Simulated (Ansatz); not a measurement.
**MoP under a change: P → S**

The reference is MoP (space group P-6m2, No. 187; a = 3.206 Å, c = 3.174 Å).

One thing is altered: S takes the place of P on all its sites, then cell and atoms are relaxed.

Level of theory: DFT with PBEsol, PAW potentials and a 420 eV plane-wave cutoff in Ansatz (an electronic-structure program), no spin-orbit coupling. Settings: 17×17×14 k-points, 0.05 eV Fermi–Dirac smearing, for the changed cell.

The volume per atom drops by 0.03 Å³ to 14.10 Å³ and the density rises by 0.08 g/cm³ (7.46 g/cm³ → 7.54 g/cm³). The lattice parameter a drops by 0.044 Å, from 3.206 Å to 3.162 Å and the c/a ratio grows by 0.040, from 0.990 to 1.030. The shortest interatomic distance rises by 0.008 Å, from 2.438 Å to 2.446 Å and the band gap stays zero.

Final structure:

```yaml
crystal:
  lattice:
    - [3.16217, 0.00000, 0.00000]
    - [-1.58109, 2.73852, 0.00000]
    - [0.00000, 0.00000, 3.25651]
  atoms:
    - { symbol: Mo, position: [0.00000, 0.00000, 0.00000] }
    - { symbol: S, position: [0.66667, 0.33333, 0.50000] }
```

Cost of the whole job for the changed cell (relaxation, final SCF and bands): very roughly 80 core-seconds.

Stability against distortions was not tested. As relaxed here, MoS is a hypothetical phase, not in the database extracts checked. All final runs are without spin polarisation. An odd electron count without spin: MoP. MoS has a high density of states at the Fermi level and may be magnetic at this level.
